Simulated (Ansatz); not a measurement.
**B₂O₃ (space group P3_121, No. 152)**

```cif
data_B6O9
_chemical_formula_sum 'B6 O9'
_space_group_name_H-M_alt 'P 1'
_space_group_IT_number 1
_cell_length_a 4.34908
_cell_length_b 4.34908
_cell_length_c 8.37155
_cell_angle_alpha 90.000
_cell_angle_beta 90.000
_cell_angle_gamma 120.000
loop_
_space_group_symop_operation_xyz
  'x, y, z'
loop_
_atom_site_label
_atom_site_type_symbol
_atom_site_fract_x
_atom_site_fract_y
_atom_site_fract_z
_atom_site_occupancy
B1 B 0.76771 0.60152 0.77479 1
B2 B 0.39848 0.16618 0.10813 1
B3 B 0.83382 0.23229 0.44146 1
B4 B 0.60152 0.76771 0.22521 1
B5 B 0.16618 0.39848 0.89187 1
B6 B 0.23229 0.83382 0.55854 1
O1 O 0.14690 0.54911 0.46026 1
O2 O 0.45089 0.59779 0.79360 1
O3 O 0.40221 0.85310 0.12693 1
O4 O 0.54911 0.14690 0.53974 1
O5 O 0.59779 0.45089 0.20640 1
O6 O 0.85310 0.40221 0.87307 1
O7 O 0.00000 0.84077 0.66667 1
O8 O 0.15923 0.15923 0.00000 1
O9 O 0.84077 0.00000 0.33333 1
```

Calculations: Ansatz (a program for electronic structure), PBEsol, PAW, cutoff 420 eV, without spin-orbit coupling. Γ-centred 7×7×4 mesh, Fermi–Dirac width 0.05 eV.

```yaml
volume_per_atom: 9.14 Å³
density: 2.53 g/cm³
band_gap: "6.38 eV (uncertain: the edges found on the path are not clean extrema)"
total_energy: -398.462 eV/atom (σ→0; compares only within this code and set-up)
```

Stability against distortions was not tested.
